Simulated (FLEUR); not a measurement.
Worked example: self-consistent single point of Fe₃Rh (Fm-3m, 4 atoms in the cell) in FLEUR.

Method of the run: FLEUR with PBEsol, all-electron FLAPW (FLEUR), scalar-relativistic valence.

The change in words: lattice scaled by 0.98. Reference geometry:
```
Fe3Rh
1.0
    0.00000     2.95649     2.95649
    2.95649     0.00000     2.95649
    2.95649     2.95649     0.00000
Fe Rh
3 1
Cartesian
  4.43473   4.43473   4.43473
  1.47824   1.47824   1.47824
  0.00000   0.00000   0.00000
  2.95649   2.95649   2.95649
```
Moments meant for the start (each program seeds them in its own way; μB, in the order of the atoms Fe Fe Fe Rh): 4.0 4.0 4.0 1.0.

Reference input (self-consistent single point, DFT, PBEsol, all-electron FLAPW (FLEUR), scalar-relativistic valence): Kmax = 3.6 1/bohr; GmaxXC = 10.8 1/bohr; xcFunctional = PBEs; jspins = 2; l_soc = F; mode = gauss; fermiSmearingEnergy = 0.00999582 Htr; mesh (inpgen div1-3) = 8 8 8; inpgen gamma flag = true; Gmax = 10.8 1/bohr; numbands = 0; maxIterBroyd = 15. This run's input differs from it in these lines:

```diff
@@ -3,5 +3,5 @@
 &input film=f /
--0.0000000000 5.5869488313 5.5869488313
-5.5869488313 -0.0000000000 5.5869488313
-5.5869488313 5.5869488313 -0.0000000000
+-0.0000000000 5.4752093255 5.4752093255
+5.4752093255 -0.0000000000 5.4752093255
+5.4752093255 5.4752093255 0.0000000000
 1.0
@@ -46,5 +46,5 @@
          <bravaisMatrix>
-            <row-1>    0.0000000000000000     5.5869488313000000     5.5869488313000000</row-1>
-            <row-2>    5.5869488313000000     0.0000000000000000     5.5869488313000000</row-2>
-            <row-3>    5.5869488313000000     5.5869488313000000     0.0000000000000000</row-3>
+            <row-1>    0.0000000000000000     5.4752093254999998     5.4752093254999998</row-1>
+            <row-2>    5.4752093254999998     0.0000000000000000     5.4752093254999998</row-2>
+            <row-3>    5.4752093254999998     5.4752093254999998     0.0000000000000000</row-3>
          </bravaisMatrix>
```

Output (repeated stretches shortened):

```
 Iteration:     1   Distance:      30.32534557 me/bohr^3
 Iteration:     2   Distance:      26.12120029 me/bohr^3
 Iteration:     3   Distance:      19.68292904 me/bohr^3
 Iteration:     4   Distance:      13.22460079 me/bohr^3
 Iteration:     5   Distance:      11.02893848 me/bohr^3
   [... 17 lines left out ...]
 Iteration:    23   Distance:       0.00006284 me/bohr^3
 Iteration:    24   Distance:       0.00001563 me/bohr^3
 Iteration:    25   Distance:       0.00001430 me/bohr^3
 Iteration:    26   Distance:       0.00000425 me/bohr^3
 Run finished successfully
 Stop message:
   Structural relaxation: Done

[file out, last iteration]
             iter=     27
[...]
          total density-effective poten   -1.3904801793E+04
          total charge density-energy d   -3.0089788632E+02
 Updated energy parameters for spin:           1
 Updated energy parameters for spin:           2
[...]
 fermi energy and band-weighting factors:

[...]
FERMIE:
          first approx. to ef    (T=0)  :   0.407560 htr   (energy of the highest occ. eigenvalue)
          number of occ. states  (T=0)  :       1825
          first approx. to seigv (T=0)  : -41.928763 htr
          sum of weights of occ. states :  63.031250
          sum of semicore charge        :   0.000000 e
          fermi energy=   0.40918 har   work function= -11.13448 ev
   [... lines left out ...]
          total moment                 =     8.89894
 Direct bandgap for spin            1 :    1.0002719934723403E-002  Htr
 Direct bandgap for spin            2 :    1.7578300383538359E-003  Htr
   [... lines left out ...]
          interst. charge =       3.032764
          mt charge=              8.713697    8.582855    6.906451
          total charge for spin  2=   27.050526
          interst. charge =       3.124004
          mt charge=              5.919024    6.058594    6.029878
          total charge  =   62.999991
               n    l     j    energy       weight
          atom type    1  (spin 1)
          0.00000000  electrons lost from core.
```

The run converged in 26 iterations. FLEUR gives forces in its relaxation mode, with a further iteration, so its stop message speaks of a relaxation. Against the reference run the total energy goes down by 27.3 meV/atom and the size of the net moment goes from 2.30 to 2.22 μB/atom.

The starting cell comes from a database of computed structures (which also holds hypothetical and non-ambient phases and stackings), without a prior relaxation at this level. Its lattice was rescaled by a random factor within 2.5 % of one. For this run, on top of that: lattice scaled by 0.98. The magnetic order is the one reached from the typed start; others were not searched systematically. Values depend on the basis (sphere radii, cutoffs, local orbitals), which need not be converged. The log's line on a gap gives a spacing of levels on this mesh, which the program prints for metals too.

Cost on one core of a shared machine: roughly 2 min.
